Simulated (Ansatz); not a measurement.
**Migration barriers: O-vacancy pair in rock-salt TiN, neutral cell**

Defect: O-vacancy pair (O on one host N site, one N site vacant) in rock-salt TiN, neutral cell. Method: PBE, PAW (plane waves to 420 eV; Ansatz, a quantum-chemistry and plane-wave program).

64-site cell at the relaxed PBE lattice, a 2×2×2 k-point mesh shifted by half a step, smearing 0.10 eV, spin-restricted, no finite-size correction. Static, classical nuclei. Forms of the defect that were not tried may lie lower.

Barriers: single points on a 4×4×4 k-point mesh shifted by half a step at the bands' geometries (they differ from the bands' own by up to 0.06 eV, and are uncertain by about as much).

```
Route                                                                                                 Start site over the lowest site run (eV)  Hop (Å)  Forward barrier (eV)  Backward barrier (eV)                             Neighbours at the start                                     Neighbours at the saddle                        Saddle order  Forward, on the band's own sampling (eV)
----------------------------------------------------------------------------------------------------  ----------------------------------------  -------  --------------------  ---------------------  --------------------------------------------------  -----------------------------------------------------------  ----------------------------------  ----------------------------------------
direct exchange of O with the vacancy (O-vacancy distance between ideal sites 3.00 Å throughout)                                          0.00     2.99                  2.38                   2.38          2 Ti at 2.19, 2 Ti at 2.23, 2 Ti at 2.24 Å          2 N at 2.37; 2 Ti at 1.85, Ti at 2.05, Ti at 2.29 Å  not checked, on a symmetry element                                      2.33
a nearby N atom hops onto the vacant site (O-vacancy distance between ideal sites 3.00 Å throughout)                                      0.00     2.96                  3.04                   3.04  Ti at 2.10, 3 Ti at 2.11, Ti at 2.12, Ti at 2.14 Å  N at 2.35; Ti at 1.83, Ti at 1.86, Ti at 2.00, Ti at 2.16 Å                         not checked                                      2.98
```

Paths come from CI-NEB runs. Of the routes that converged and passed our checks, the lowest saddle point lies 2.38 eV above the lowest of the sites run (direct exchange of O with the vacancy (O-vacancy distance between ideal sites 3.00 Å throughout)); other sites, such as split forms, and other routes may lie lower. A band can be held on a symmetry element, so unchecked saddle points there may be too high.
